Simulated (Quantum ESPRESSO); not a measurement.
Parameter sweep on Sb2AsS2 (C2/m, 10 atoms in the cell)

```yaml
crystal:
  lattice:
    - [5.37500, -1.97950, 0.00000]
    - [5.37500, 1.97950, 0.00000]
    - [-5.32784, 0.00000, 11.29664]
  atoms:
    - { symbol: Sb, position: [0.95480, 0.95480, 0.17550] }
    - { symbol: Sb, position: [0.04520, 0.04520, 0.82450] }
    - { symbol: Sb, position: [0.81190, 0.81190, 0.39790] }
    - { symbol: Sb, position: [0.18810, 0.18810, 0.60210] }
    - { symbol: As, position: [0.39420, 0.39420, 0.01560] }
    - { symbol: As, position: [0.60580, 0.60580, 0.98440] }
    - { symbol: S, position: [0.21140, 0.21140, 0.23760] }
    - { symbol: S, position: [0.78860, 0.78860, 0.76240] }
    - { symbol: S, position: [0.59370, 0.59370, 0.40840] }
    - { symbol: S, position: [0.40630, 0.40630, 0.59160] }
```

Base run A: Quantum ESPRESSO with PBEsol, GBRV 1.5 ultrasoft (PBESOL) pseudopotentials, self-consistent single point.

Its settings: ecutwfc = 40 Ry; ecutrho = 200 Ry; occupations = smearing; smearing = methfessel-paxton; degauss = 0.0099958 Ry; potentials = {Sb: sb_pbesol_v1.4.uspp.F.UPF, As: as_pbesol_v1.uspp.F.UPF, S: s_pbesol_v1.4.uspp.F.UPF}; K_POINTS = automatic 3 3 1 0 0 0; conv_thr = 1e-11 Ry.

The starting cell comes from a database of published, mostly measured structures (it also holds non-ambient and calculated ones), without a prior relaxation at this level. Spin-orbit coupling is off.

Absolute energies have different zeros for different potentials, functionals, Hubbard and dispersion terms and are not compared across them.

Runs:
- B: pseudopotentials: {Sb: sb_pbesol_v1.4.uspp.F.UPF, As: as_pbesol_v1.uspp.F.UPF, S: s_pbesol_v1.4.uspp.F.UPF} → {Sb: sb_lda_v1.4.uspp.F.UPF, As: as_lda_v1.uspp.F.UPF, S: s_lda_v1.4.uspp.F.UPF} [LDA (PZ)]
- C: pseudopotentials: {Sb: sb_pbesol_v1.4.uspp.F.UPF, As: as_pbesol_v1.uspp.F.UPF, S: s_pbesol_v1.4.uspp.F.UPF} → {Sb: sb_pbe_v1.4.uspp.F.UPF, As: as_pbe_v1.uspp.F.UPF, S: s_pbe_v1.4.uspp.F.UPF}; input_dft: default → blyp [BLYP]
- D: pseudopotentials: {Sb: sb_pbesol_v1.4.uspp.F.UPF, As: as_pbesol_v1.uspp.F.UPF, S: s_pbesol_v1.4.uspp.F.UPF} → {Sb: sb_pbe_v1.4.uspp.F.UPF, As: as_pbe_v1.uspp.F.UPF, S: s_pbe_v1.4.uspp.F.UPF}; input_dft: default → wc [Wu-Cohen GGA]
- E: pseudopotentials: {Sb: sb_pbesol_v1.4.uspp.F.UPF, As: as_pbesol_v1.uspp.F.UPF, S: s_pbesol_v1.4.uspp.F.UPF} → {Sb: sb_pbe_v1.4.uspp.F.UPF, As: as_pbe_v1.uspp.F.UPF, S: s_pbe_v1.4.uspp.F.UPF}; input_dft: default → vdw-df2 [vdW-DF2]
- F: pseudopotentials: {Sb: sb_pbesol_v1.4.uspp.F.UPF, As: as_pbesol_v1.uspp.F.UPF, S: s_pbesol_v1.4.uspp.F.UPF} → {Sb: sb_pbe_v1.4.uspp.F.UPF, As: as_pbe_v1.uspp.F.UPF, S: s_pbe_v1.4.uspp.F.UPF}; input_dft: default → vdw-df-cx [vdW-DF-cx]
- G: pseudopotentials: {Sb: sb_pbesol_v1.4.uspp.F.UPF, As: as_pbesol_v1.uspp.F.UPF, S: s_pbesol_v1.4.uspp.F.UPF} → {Sb: sb_pbe_v1.4.uspp.F.UPF, As: as_pbe_v1.uspp.F.UPF, S: s_pbe_v1.4.uspp.F.UPF}; input_dft: default → rvv10 [rVV10]

```tsv
run	pressure (GPa)	largest force (eV/Å)	gap on the mesh (eV)
A	-0.44	0.641	0.471
B	-1.90	0.632	0.451
C	[?]	0.746	0.574
D	[?]	0.651	0.465
E	9.54	0.834	0.600
F	0.36	0.658	[?]
G	4.46	0.757	0.515
```

Q: What belongs in the gaps?

A: 
- C, pressure (GPa): 7.44
- D, pressure (GPa): -0.17
- F, gap on the mesh (eV): 0.505

Left out of this page: 3 runs of the series held back from this collection.
